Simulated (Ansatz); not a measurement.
Convergence test for YF₃ (Pnma, 16 atoms in the cell)

```
CELL_PARAMETERS angstrom
      6.35370     0.00000     0.00000
      0.00000     6.85450     0.00000
      0.00000     0.00000     4.39530
ATOMIC_POSITIONS crystal
  Y  0.36730 0.25000 0.05910
  Y  0.13270 0.75000 0.55910
  Y  0.86730 0.25000 0.44090
  Y  0.63270 0.75000 0.94090
  F  0.52270 0.25000 0.59100
  F  0.97730 0.75000 0.09100
  F  0.02270 0.25000 0.90900
  F  0.47730 0.75000 0.40900
  F  0.16520 0.06430 0.37550
  F  0.33480 0.93570 0.87550
  F  0.66520 0.43570 0.12450
  F  0.83480 0.56430 0.62450
  F  0.83480 0.93570 0.62450
  F  0.66520 0.06430 0.12450
  F  0.33480 0.56430 0.87550
  F  0.16520 0.43570 0.37550
```

Method: r2SCAN, default PAW files made with PBE (plane waves; Ansatz, an electronic-structure program).

The starting cell comes from a database of published, mostly measured structures (it also holds non-ambient and calculated ones), without a prior relaxation at this level. Ansatz's pressure includes its estimate of the finite-basis (Pulay) stress.

Held fixed: kpoints.mp_grid.grid = 2 2 3; hamiltonian.xc = r2scan; hamiltonian.pseudopotentials = {kind: paw} (the program's default PAW files); scf.occupations.method = cold; scf.occupations.width = 0.2 eV.

ΔF is the free energy per atom less that of the last row (1000 eV).

The first pressure column holds Ansatz's estimate of the finite-basis (Pulay) stress, which hides part of the cutoff error; the other is without it.

The series runs over basis.ecutwfc = 200 eV; 250 eV; 300 eV; 350 eV; 400 eV; 450 eV; 500 eV; 575 eV; 650 eV; 750 eV; 875 eV; 1000 eV.

Q: From which setting on does the gap on the mesh stay within 0.02 eV of the last one?

A: From basis.ecutwfc = 300 eV on; the one before it is off by 0.064 eV. The value it settles on is 8.753 eV at this level of theory and with the other settings as held.

```json
[
 {"basis.ecutwfc": "200 eV", "ΔF (meV/atom)": "8001.1", "pressure (GPa)": "-7.19", "largest force (eV/Å)": "0.666", "gap on the mesh (eV)": "8.389", "pressure at a fixed set of plane waves (GPa)": "-365.76", "plane waves": "1215", "iterations": "8"},
 {"basis.ecutwfc": "250 eV", "ΔF (meV/atom)": "2082.8", "pressure (GPa)": "-0.31", "largest force (eV/Å)": "0.299", "gap on the mesh (eV)": "8.817", "pressure at a fixed set of plane waves (GPa)": "-133.91", "plane waves": "1731", "iterations": "8"},
 {"basis.ecutwfc": "300 eV", "ΔF (meV/atom)": "449.5", "pressure (GPa)": "0.02", "largest force (eV/Å)": "0.117", "gap on the mesh (eV)": "8.765", "pressure at a fixed set of plane waves (GPa)": "-39.55", "plane waves": "2271", "iterations": "8"},
 {"basis.ecutwfc": "350 eV", "ΔF (meV/atom)": "76.7", "pressure (GPa)": "0.31", "largest force (eV/Å)": "0.116", "gap on the mesh (eV)": "8.757", "pressure at a fixed set of plane waves (GPa)": "-8.66", "plane waves": "2859", "iterations": "8"},
 {"basis.ecutwfc": "400 eV", "ΔF (meV/atom)": "13.6", "pressure (GPa)": "0.43", "largest force (eV/Å)": "0.123", "gap on the mesh (eV)": "8.752", "pressure at a fixed set of plane waves (GPa)": "-0.79", "plane waves": "3485", "iterations": "7"},
 {"basis.ecutwfc": "450 eV", "ΔF (meV/atom)": "7.9", "pressure (GPa)": "0.45", "largest force (eV/Å)": "0.123", "gap on the mesh (eV)": "8.752", "pressure at a fixed set of plane waves (GPa)": "0.37", "plane waves": "4137", "iterations": "7"},
 {"basis.ecutwfc": "500 eV", "ΔF (meV/atom)": "6.6", "pressure (GPa)": "0.43", "largest force (eV/Å)": "0.123", "gap on the mesh (eV)": "8.752", "pressure at a fixed set of plane waves (GPa)": "0.26", "plane waves": "4843", "iterations": "7"},
 {"basis.ecutwfc": "575 eV", "ΔF (meV/atom)": "3.1", "pressure (GPa)": "0.38", "largest force (eV/Å)": "0.123", "gap on the mesh (eV)": "8.752", "pressure at a fixed set of plane waves (GPa)": "0.18", "plane waves": "5999", "iterations": "8"},
 {"basis.ecutwfc": "650 eV", "ΔF (meV/atom)": "1.22", "pressure (GPa)": "0.36", "largest force (eV/Å)": "0.123", "gap on the mesh (eV)": "8.752", "pressure at a fixed set of plane waves (GPa)": "0.29", "plane waves": "7213", "iterations": "8"},
 {"basis.ecutwfc": "750 eV", "ΔF (meV/atom)": "0.74", "pressure (GPa)": "0.35", "largest force (eV/Å)": "0.122", "gap on the mesh (eV)": "8.752", "pressure at a fixed set of plane waves (GPa)": "0.34", "plane waves": "8893", "iterations": "8"},
 {"basis.ecutwfc": "875 eV", "ΔF (meV/atom)": "0.35", "pressure (GPa)": "0.35", "largest force (eV/Å)": "0.122", "gap on the mesh (eV)": "8.752", "pressure at a fixed set of plane waves (GPa)": "0.32", "plane waves": "11263", "iterations": "8"},
 {"basis.ecutwfc": "1000 eV", "ΔF (meV/atom)": "0.00", "pressure (GPa)": "0.35", "largest force (eV/Å)": "0.123", "gap on the mesh (eV)": "8.753", "pressure at a fixed set of plane waves (GPa)": "0.34", "plane waves": "13733", "iterations": "8"}
]
```

The gap is read on the k-point mesh of the run and can differ from the gap over the whole zone at this level.

Keys are those of Ansatz 0.2.
